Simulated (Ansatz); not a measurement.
Carrier properties of BN (I-4m2)

Input:

```xyz
2
Lattice="0.0000 1.7988 1.8252 1.7988 0.0000 1.8252 1.7988 1.7988 0.0000" Properties=species:S:1:pos:R:3 pbc="T T T"
B      0.0000     0.0000     0.0000
N      0.8994     0.8994     0.9126
```

These are r2SCAN, rigid bands (plane waves, PAW, scalar-relativistic; Ansatz, an electronic-structure program) values and carry that method's errors. Condition of this run: uniaxial stress along [001] of -9 GPa (compression positive) (the target of the relaxation). Geometry: cell and atoms relaxed with PBEsol, then loaded as said.

```yaml
band_gap: 4.86 eV
electron conductivity mass (300 K, dilute): 0.44 (x), 0.44 (y), 0.30 (z) mₑ
hole conductivity mass (300 K, dilute): 0.60 (x), 0.60 (y), 0.63 (z) mₑ
effective density of states N_c (300 K): 1.4e19 cm⁻³
effective density of states N_v (300 K): 4.5e19 cm⁻³
density_of_states_mass_electrons: 0.68 mₑ
density_of_states_mass_holes: 1.48 mₑ
Seebeck coefficient, n-type 1e19 cm⁻³, 300 K: -248 μV/K
best n-type power factor at 300 K for τ = 10 fs (best axis; densities from 1e16 to 1e21 cm⁻³ tried, whether or not they can be reached): 7.5 μW/(cm·K²) at 3e19 cm⁻³
Seebeck coefficient, p-type 1e19 cm⁻³, 300 K: 342 μV/K
```

Rigid bands; masses and Seebeck coefficients take one relaxation time τ for all states and one kind of carrier; polarons and phonon drag are left out. Spin-orbit coupling is left out. Geometry: cell and atoms relaxed with PBEsol.
